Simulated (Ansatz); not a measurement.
CdTe: response to strain

Take CdTe in the zinc blende structure (space group F-43m, No. 216; a = 6.5581 Å) as the base. Axes: x, y, z lie along the cube axes.

Strains are applied to the cell and any free atomic positions relax; under biaxial strain the out-of-plane vector relaxes too.

Levels (all Ansatz, a first-principles code, PAW, earlier PAW set): r2SCAN (500 eV, no spin-orbit coupling); HSE06 (420 eV, spin-orbit coupling left out).

Band gaps by level, all at the geometries relaxed with r2SCAN:

```csv
case,r2SCAN,HSE06
base,1.16 eV,1.51 eV
"biaxial strain +1.28 %, plane normal [001], relaxed out of plane",1.07 eV,1.42 eV
"strain tensor (xx, yy, zz, yz, xz, xy) = (+2.51, +0.73, −0.02, +0.96, −0.27, −0.04) %",0.98 eV,1.32 eV
```

Single points use the geometry relaxed with r2SCAN. With Te present, leaving out spin-orbit coupling can change the band edges. No phonon test of stability was made.
